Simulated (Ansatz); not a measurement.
# Effect of pressure 30 GPa on Al2O3

Base system: Al$_{2}$O$_{3}$ in the corundum structure (space group R-3c, No. 167; a = 4.7738 Å, c = 13.0147 Å (hexagonal axes)).

One thing is altered: a hydrostatic pressure of 30 GPa.

Method: PBEsol, PAW, 420 eV (Ansatz, a program for electronic structure; without spin-orbit coupling). Γ-centred 8×8×8 mesh, Fermi–Dirac width 0.05 eV.

- Density: 4.38 g/cm³ (base 3.96 g/cm³)
- c/a ratio: 2.716 (base 2.726)
- Shortest interatomic distance: 1.799 Å (base 1.861 Å)
- Band gap: 7.28 eV (base 6.03 eV)
- Gap character: direct at Γ (base direct at Γ)
- Width of the top valence band: 0.80 eV (base 0.63 eV)
- Electron mass: 0.47 mₑ along c, 0.41 mₑ across (at Γ) (base 0.40 mₑ along c, 0.37 mₑ across (at Γ))
- Valence-band top at Γ (three highest levels, from the VBM): 0.00, -0.12, -0.12 eV (base 0.00, -0.04, -0.04 eV)

Final structure:

```
CELL_PARAMETERS angstrom
      2.31058     1.33401     4.18316
     -2.31058     1.33401     4.18316
      0.00000    -2.66803     4.18316
ATOMIC_POSITIONS crystal
  Al 0.64809 0.64809 0.64809
  Al 0.14809 0.14809 0.14809
  Al 0.35191 0.35191 0.35191
  Al 0.85191 0.85191 0.85191
  O  0.75000 0.44310 0.05690
  O  0.05690 0.75000 0.44310
  O  0.25000 0.55690 0.94310
  O  0.55690 0.94310 0.25000
  O  0.94310 0.25000 0.55690
  O  0.44310 0.05690 0.75000
```

Load acts through the strain it causes; cell and atoms are relaxed under it. Masses are band curvatures over ±0.01 Å⁻¹ around the edge. Stability against distortions was not tested. No other phases were tried under pressure.
